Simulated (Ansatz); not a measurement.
The starting structures come from a database of crystals and need not be the phases stable at ambient conditions.

By PBEsol, the system below comes out a metal.

Without scattering a metal conducts by its projected Fermi surface.

```yaml
crystal:
  lattice:
    - [3.77495, 0.00000, 0.00000]
    - [0.00000, 10.10167, 0.00000]
    - [0.00000, 5.05084, 2.00484]
  atoms:
    - { symbol: Sc, position: [0.25000, 0.13699, 0.00000] }
    - { symbol: Sc, position: [0.75000, 0.86301, 0.00000] }
    - { symbol: Ge, position: [0.25000, 0.41049, 0.00000] }
    - { symbol: Ge, position: [0.75000, 0.58951, 0.00000] }
```

Space group of this cell: Cmcm. The cell is taken as given; by PBEsol its mean pressure is -2.7 GPa.

The current flows along the normal of the first two printed cell vectors. No spin-orbit coupling; the value is a mean over 0.1 eV about the Fermi level.

### Question
Predict the ballistic conductance per area from PBEsol in Ansatz (a program for electronic structure).

### Answer
0.23 × 10¹⁵ S/m² for both spins.
